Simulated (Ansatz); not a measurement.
## Rock-salt VN (cubic form, which distorts at low temperature): LA phonon frequency at L by level of theory

No measured value is used here.

```json
[
 {"level (code)": "LDA (Ansatz)", "value (cm⁻¹)": "[?]", "cell (Å³/atom)": "8.26"},
 {"level (code)": "PBE (Ansatz)", "value (cm⁻¹)": "214", "cell (Å³/atom)": "8.72"},
 {"level (code)": "PBEsol (Ansatz)", "value (cm⁻¹)": "227", "cell (Å³/atom)": "8.45"},
 {"level (code)": "PBE-D3(BJ) (Ansatz)", "value (cm⁻¹)": "234", "cell (Å³/atom)": "8.48"}
]
```

**Question.** What belongs in the gaps?

**Answer.** 
- LDA (Ansatz, a quantum-chemistry and plane-wave program), value (cm⁻¹): 237

The crystal itself was run without spin with LDA, PBE, PBEsol, PBE-D3(BJ); a magnetic state was not tried in these runs. LDA, PBE, PBEsol, PBE-D3(BJ): symmetry holds this phase in the static calculation, where it need not be a minimum. PBE-D3(BJ): the dispersion coefficients are held fixed in the derivatives. Each level is taken at its own relaxed cell. Cutoffs differ between the levels. Ansatz's density-functional and Hartree–Fock values are scalar-relativistic unless marked +SOC, with PAW data made under PBE.
